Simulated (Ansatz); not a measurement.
## SiC, point defects

Start from an 8-atom supercell of SiC (space group P6_3mc, No. 186) at its relaxed geometry.

```
CELL_PARAMETERS angstrom
      3.09412     0.00000     0.00000
     -1.54706     2.67959     0.00000
     -1.54706    -2.67959    10.12917
ATOMIC_POSITIONS crystal
  Si 0.00031 0.00031 0.00031
  Si 0.50031 0.50031 0.50031
  Si 0.41692 0.08359 0.75025
  Si 0.58359 0.91692 0.25025
  C  0.81285 0.81285 0.81285
  C  0.31285 0.31285 0.31285
  C  0.22888 0.89555 0.56221
  C  0.39555 0.72888 0.06221
```

One neutral defect a cell, atoms relaxed at fixed cell.

Level of theory: PBE/PAW in Ansatz (a first-principles code), without spin-orbit coupling, earlier PAW set.

| case | pressure | largest displacement of a host atom from its site in the perfect cell |
|---|---|---|
| perfect supercell | 0.0 GPa | – |
| Sn on a Si site | 29.4 GPa | 0.26 Å |
| Mg on a Si site | ___ | ___ |
| H interstitial (started 1.98 Å from the nearest host atom), symmetric start | 4.2 GPa | 0.06 Å |
| Li interstitial (started 1.98 Å from the nearest host atom) | 16.1 GPa | 0.46 Å |

### Question
Complete the table.

### Answer

- Mg on a Si site, pressure: 17.2 GPa
- Mg on a Si site, largest displacement of a host atom from its site in the perfect cell: 0.36 Å

The magnetic state is the one reached from the starting moments; the real material's order can differ, and small cells can't hold many antiferromagnetic ones. The cell is small, so the values are those of an ordered compound at a high defect concentration; dilute-limit values will differ. A case with no gap was solved on a k-mesh chosen for an insulator, which is coarse for it. Defects with a symmetric start kept the site's symmetry and may sit on a saddle; the others started slightly shaken. Seeded moments were not kept for Sn on a Si site, Mg on a Si site, H interstitial (started 1.98 Å from the nearest host atom) and Li interstitial (started 1.98 Å from the nearest host atom).
